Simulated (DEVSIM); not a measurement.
Structure: In0.53Ga0.47As p-i-n diode, at 300 K.

| layer (left to right) | material | thickness (μm) | Nd (cm⁻³) | Na (cm⁻³) | τn (s) | τp (s) |
|---|---|---|---|---|---|---|
| 1 | In0.53Ga0.47As | 1.60 | - | 1.3e17 | 1.1e-8 | 1.1e-8 |
| 2 | In0.53Ga0.47As | 1.70 | 4.3e13 | - | 1.1e-8 | 1.1e-8 |
| 3 | In0.53Ga0.47As | 3.70 | 1e17 | - | 1.1e-8 | 1.1e-8 |

Left contact: ohmic. Right contact: ohmic. Voltage is applied to the left contact. Recombination: SRH at mid-gap, Auger. Mobility is μmin + (μ − μmin)/(1 + (N/Nref)^α).

The device is made up for the run: typed textbook-type constants, with dimensions and the other settings drawn at random. Values at 300 K.

```
parameter      In0.53Ga0.47As
-------------  --------------
gap (eV)                 0.74
affinity (eV)            4.51
permittivity             13.9
Nc (cm⁻³)              2.1e17
Nv (cm⁻³)              7.7e18
μn (cm²/Vs)             12000
μp (cm²/Vs)               300
μn,min                    300
μp,min                     10
Nref,n                 1.3e17
Nref,p                 4.9e17
αn                       0.48
αp                        0.4
Cn (cm⁶/s)              5e-29
Cp (cm⁶/s)              5e-29
```

DEVSIM, 1D drift-diffusion, Boltzmann statistics, complete ionisation; no tunnelling, impact ionisation, image-force lowering or self-heating.

Q: Tabulate band edges, carrier densities and field at zero bias.

A: Energies count from the Fermi level of the right contact; mesh points crowd at the junctions.

```csv
x (μm),Ec (eV),Ev (eV),n (cm⁻³),p (cm⁻³),field (V/cm)
0.000,0.634,-0.106,4600000,1.3e17,≈ 0
0.04185,0.634,-0.106,4600000,1.3e17,≈ 0
0.1544,0.634,-0.106,4600000,1.3e17,≈ 0
0.4571,0.634,-0.106,4600000,1.3e17,≈ 0
1.236,0.634,-0.106,4600000,1.3e17,≈ 0
1.480,0.634,-0.106,4600000,1.3e17,≈ 0
1.571,0.632,-0.108,5200000,1.2e17,-2400
1.617,0.584,-0.156,3.2e7,1.8e16,-12000
1.687,0.533,-0.207,2.3e8,2.6e15,-5100
1.876,0.464,-0.276,3.4e9,1.8e14,-3000
2.385,0.327,-0.413,6.8e11,8.8e11,-2500
3.069,0.162,-0.578,4.0e14,1.5e9,-2700
3.230,0.105,-0.635,3.6e15,1.7e8,-5300
3.289,0.059,-0.681,2.1e16,2.8e7,-12000
3.342,0.021,-0.719,9.4e16,6300000,-1000
3.458,0.019,-0.721,1.0e17,6000000,≈ 0
3.775,0.019,-0.721,1.0e17,6000000,≈ 0
4.642,0.019,-0.721,1.0e17,6000000,≈ 0
6.340,0.019,-0.721,1.0e17,6000000,≈ 0
6.774,0.019,-0.721,1.0e17,6000000,≈ 0
6.933,0.019,-0.721,1.0e17,6000000,≈ 0
7.000,0.019,-0.721,1.0e17,6000000,≈ 0
```
